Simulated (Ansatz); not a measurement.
GaN: response to strain

Base system: GaN in the zinc blende structure (space group F-43m, No. 216).

```yaml
crystal:
  lattice:
    - [0.00000, 2.24895, 2.24895]
    - [2.24895, 0.00000, 2.24895]
    - [2.24895, 2.24895, 0.00000]
  atoms:
    - { symbol: Ga, position: [0.00000, 0.00000, 0.00000] }
    - { symbol: N, position: [0.25000, 0.25000, 0.25000] }
```

Cartesian axes are those of the cell as printed.

Strains are applied to the cell and any free atomic positions relax.

The values are results of r2SCAN/PAW in Ansatz (a program for electronic structure), no spin-orbit coupling, not measurements.

Notes on the quantities. energy relative to the base: free energy F; pressure: mean of the normal stresses, compression positive.

```json
[
 {"variant": "base", "shortest interatomic distance": "1.948 Å", "energy relative to the base": "0 meV/atom", "band gap": "2.17 eV", "pressure": "0.00 GPa"},
 {"variant": "tensor shear ε_xy = +1.43 %", "shortest interatomic distance": "1.940 Å", "energy relative to the base": "+4.7 meV/atom", "band gap": "2.06 eV", "pressure": "0.05 GPa"},
 {"variant": "tensor shear ε_xy = +0.86 %", "shortest interatomic distance": "1.943 Å", "energy relative to the base": "(withheld)", "band gap": "2.10 eV", "pressure": "0.02 GPa"},
 {"variant": "tensor shear ε_xy = +2.00 %", "shortest interatomic distance": "1.937 Å", "energy relative to the base": "+9.2 meV/atom", "band gap": "2.00 eV", "pressure": "0.10 GPa"},
 {"variant": "tensor shear ε_xy = +1.14 %", "shortest interatomic distance": "1.942 Å", "energy relative to the base": "+3.0 meV/atom", "band gap": "2.08 eV", "pressure": "0.03 GPa"},
 {"variant": "tensor shear ε_xy = +1.71 %", "shortest interatomic distance": "1.939 Å", "energy relative to the base": "+6.7 meV/atom", "band gap": "(withheld)", "pressure": "0.07 GPa"},
 {"variant": "tensor shear ε_xy = +0.29 %", "shortest interatomic distance": "1.946 Å", "energy relative to the base": "+0.2 meV/atom", "band gap": "2.15 eV", "pressure": "0.00 GPa"},
 {"variant": "tensor shear ε_xy = +0.57 %", "shortest interatomic distance": "1.945 Å", "energy relative to the base": "+0.7 meV/atom", "band gap": "(withheld)", "pressure": "0.01 GPa"}
]
```

### Question
Complete the table.

### Answer

- tensor shear ε_xy = +0.86 %, energy relative to the base: +1.7 meV/atom
- tensor shear ε_xy = +1.71 %, band gap: 2.03 eV
- tensor shear ε_xy = +0.57 %, band gap: 2.13 eV

Stability against distortions was not tested. This is not the structure that GaN has at room temperature and ambient pressure.
